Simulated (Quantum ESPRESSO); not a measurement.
# Quick settings and what they miss: GaSb (F-43m, 2 atoms in the cell)

Self-consistent single point.

```yaml
crystal:
  lattice:
    - [-3.06860, 0.00000, 3.06860]
    - [0.00000, 3.06860, 3.06860]
    - [-3.06860, 3.06860, 0.00000]
  atoms:
    - { symbol: Ga, position: [0.00000, 0.00000, 0.00000] }
    - { symbol: Sb, position: [0.75000, 0.75000, 0.75000] }
```

Method of the run: PBEsol, GBRV 1.5 ultrasoft (PBESOL) pseudopotentials (plane waves; Quantum ESPRESSO).

Base settings: ecutwfc = 50 Ry; ecutrho = 250 Ry; occupations = smearing; smearing = mp; degauss = 0.0099958 Ry; potentials = {Ga: ga_pbesol_v1.4.uspp.F.UPF, Sb: sb_pbesol_v1.4.uspp.F.UPF}; K_POINTS = automatic 12 12 12 0 0 0; conv_thr = 1e-11 Ry.

Tight run (finer mesh or higher cutoff; not a proven limit): ecutwfc: 50 Ry → 70 Ry; ecutrho: 250 Ry → 350 Ry; conv_thr: 1e-11 Ry → 7.3e-11 Ry; K_POINTS: automatic 12 12 12 0 0 0 → automatic 17 17 17 0 0 0. It gave Fermi level (on the code's own zero) 8.20 eV; pressure -0.80 GPa.

Quick runs, as changes from the base:
- A: the base itself
- B: ecutwfc: 50 Ry → 35 Ry; ecutrho: 250 Ry → 175 Ry; K_POINTS: automatic 12 12 12 0 0 0 → automatic 4 4 4 0 0 0
- C: pseudopotentials: {Ga: ga_pbesol_v1.4.uspp.F.UPF, Sb: sb_pbesol_v1.4.uspp.F.UPF} → {Ga: ga_lda_v1.4.uspp.F.UPF, Sb: sb_lda_v1.4.uspp.F.UPF}; K_POINTS: automatic 12 12 12 0 0 0 → automatic 4 4 4 1 1 1 [LDA (PZ)]
- D: ecutwfc: 50 Ry → 30 Ry; ecutrho: 250 Ry → 150 Ry; K_POINTS: automatic 12 12 12 0 0 0 → automatic 1 1 1 0 0 0
- E: ecutwfc: 50 Ry → 30 Ry; ecutrho: 250 Ry → 150 Ry; smearing: mp → gauss; pseudopotentials: {Ga: ga_pbesol_v1.4.uspp.F.UPF, Sb: sb_pbesol_v1.4.uspp.F.UPF} → {Ga: ga_lda_v1.4.uspp.F.UPF, Sb: sb_lda_v1.4.uspp.F.UPF}; K_POINTS: automatic 12 12 12 0 0 0 → automatic 6 6 6 1 1 1 [LDA (PZ)]
- F: ecutwfc: 50 Ry → 35 Ry; ecutrho: 250 Ry → 175 Ry; smearing: mp → cold; degauss: 0.0099958 Ry → 0.0147 Ry; K_POINTS: automatic 12 12 12 0 0 0 → automatic 8 8 8 1 1 1

Energies are extrapolated to zero smearing width, which holds to low order in the width alone (under cold and Methfessel-Paxton smearing the free energy itself is taken).

Dashes: time of B, C, D, E, under 30 s; energy of C, E, another energy zero.

† marks runs with another functional, U, potentials or spin treatment: their distance from the tight run is not a convergence error alone.

The count of work is k-points × plane waves × bands × iterations; it is no time. Core times come from one kind of shared machine and are given to one figure; runs under 30 s give none.

The starting cell comes from a database of computed structures (which also holds hypothetical and non-ambient phases and stackings), without a prior relaxation at this level. The run gives no clean gap (levels at the Fermi energy touch, overlap or are partly filled at this smearing), which alone does not show that the compound is a metal.

```tsv
run	energy less tight (meV/atom)	pressure less tight (GPa)	count of work / tight	core time / tight (rough)
A	13.0	0.05	0.27	0.2
B	147.9	-0.08	0.020	–
C†	–	-1.54	0.037	–
D	8640.0	57.72	0.0026	–
E†	–	-14.85	0.051	–
F	59.1	-0.74	0.14	0.1
```

Among the runs at the tight run's level, the energy misses run from 13.0 to 8640.0 meV/atom.
